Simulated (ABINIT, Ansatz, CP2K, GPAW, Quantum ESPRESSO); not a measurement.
Code comparison for ZrGeSe (P4/nmm, 6 atoms in the cell)

Self-consistent single point.

```xyz
6
Lattice="3.6308 0.0000 0.0000 0.0000 3.6308 0.0000 0.0000 0.0000 8.1695" Properties=species:S:1:pos:R:3 pbc="T T T"
Zr     0.0000     1.8154     6.0373
Zr     1.8154     0.0000     2.1322
Ge     0.0000     0.0000     0.0000
Ge     1.8154     1.8154     0.0000
Se     1.8154     0.0000     5.0851
Se     0.0000     1.8154     3.0844
```

All programs got the same cell, k-point mesh and kind of occupations (in Ansatz's words: kpoints.mp_grid.grid = 6 6 3; scf.occupations.method = gaussian; scf.occupations.width = 0.1 eV); potentials, basis and cutoffs are each program's usual ones.

```
code                                                                                             model  pressure (GPa)  largest force (eV/Å)  k-points       cutoff
----------------  ------------------------------------------------------------------------------------  --------------  --------------------  --------  -----------
CP2K              LDA (Pade form), GPW, TZVP-MOLOPT-SR-GTH basis, GTH-PADE potentials (GTH_POTENTIALS)            2.34                 0.164       108  grid 500 Ry
Ansatz                                                             LDA (PW92), PAW files made with PBE            2.56                 0.255        20      default
ABINIT                                                              LDA (PW92), PAW (JTH v2.0 LDA PAW)            2.27                 0.259        20       571 eV
Quantum ESPRESSO                                        LDA (PZ), PSlibrary PAW (LDA) pseudopotentials            3.04                 0.270        20        55 Ry
GPAW                                     LDA (Perdew-Wang 92), GPAW PAW datasets LDA (gpaw-data 1.0.1)            2.19                 0.265        20       550 eV
```

The spread over the programs that give each value: pressure within 0.85 GPa; largest force within 0.106 eV/Å.

The starting cell comes from a database of computed structures (which also holds hypothetical and non-ambient phases and stackings), without a prior relaxation at this level. Its lattice was rescaled by a random factor within 2.5 % of one.

Q: Why do the programs differ, and what cannot be compared?

A: Differences of this kind can come from the potentials, where these differ, and from what each basis and cutoff leave unconverged. The valence holds different numbers of electrons (CP2K 44, Ansatz (an electronic-structure program) 84, ABINIT 64, Quantum ESPRESSO 44, GPAW 44). The zero of total energies and Fermi levels follows the potentials and each program's conventions, so they are not compared here. CP2K uses small atom-centred bases, whose incompleteness enters pressures, forces and empty levels differently from a plane-wave cutoff. Ansatz's pressure is given at a fixed set of plane waves, as the other plane-wave codes print theirs; with its correction for the finite basis it is 2.59 GPa. The same LDA comes in different parametrisations, which differ slightly. The programs reduce the same mesh by symmetry to different extents, which changes the work and not the result. In the force vectors, CP2K (by 0.102) lies more than 0.08 eV/Å from the median of the plane-wave programs.

Keys are those of Ansatz 0.2.
